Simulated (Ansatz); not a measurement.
Consider BeSe in the zinc blende structure (space group F-43m, No. 216; a = 5.082 Å). Axes: x, y, z lie along the cube axes.

The values are results of DFT with LDA, PAW potentials and a 420 eV plane-wave cutoff in Ansatz (a first-principles code), no spin-orbit coupling, not measurements.

Strains are applied to the cell and any free atomic positions relax.

One change was made to it. Results:

| quantity | base | after |
|---|---|---|
| smallest direct gap | 4.43 eV | 4.40 eV |
| valence-band top at Γ (three highest levels, from the VBM) | 0.00, 0.00, 0.00 eV | 0.00, -0.02, -0.05 eV |

### Question
What was done to the base?
A) tensor shear ε_xy = +0.86 %
B) tensor shear ε_xy = +0.29 %
C) tensor shear ε_xy = +1.43 %
D) tensor shear ε_xy = +1.71 %
E) tensor shear ε_xy = +2.00 %

### Answer
B, tensor shear ε_xy = +0.29 %. For comparison, the valence-band top at Γ in the other runs: tensor shear ε_xy = +2.00 % gives 0.00, -0.19, -0.33 eV; tensor shear ε_xy = +0.86 % gives 0.00, -0.08, -0.14 eV; tensor shear ε_xy = +1.71 % gives 0.00, -0.16, -0.29 eV; tensor shear ε_xy = +1.43 % gives 0.00, -0.13, -0.24 eV.

Stability against distortions was not tested.
